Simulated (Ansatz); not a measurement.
The parent structure is MoS2 in the 3R-MoS2 type structure (space group R3m, No. 160; layered, stacked along the Cartesian z axis).

```
CELL_PARAMETERS angstrom
      1.55780     0.89940     5.78545
     -1.55780     0.89940     5.78545
      0.00000    -1.79879     5.78545
ATOMIC_POSITIONS crystal
  Mo 0.00004 0.00004 0.00004
  S  0.75647 0.75647 0.75647
  S  0.57679 0.57679 0.57679
```

All numbers come from Ansatz (a quantum-chemistry and plane-wave program) PBEsol-D3(BJ), scalar-relativistic without spin-orbit coupling.

Before the change:

| Item | Value |
|---|---|
| c/a ratio | 5.571 |
| Lattice parameter a | 3.116 Å |

One thing is altered: cell and atoms relaxed at a pressure of 30 GPa.

Task: What does the calculation give for the c/a ratio after the change?

Result: The c/a ratio decreases by 0.299, from 5.571 to 5.272.

Task: Predict the new lattice parameter a.

Result: The lattice parameter a falls by 0.157 Å to 2.959 Å.

A case with no gap was solved on a k-mesh chosen for an insulator, which is coarse for it. Load acts through the strain it causes; cell and atoms are relaxed under it. No phonon test of stability was made. No other phases were tried under pressure. All final runs are without spin polarisation.
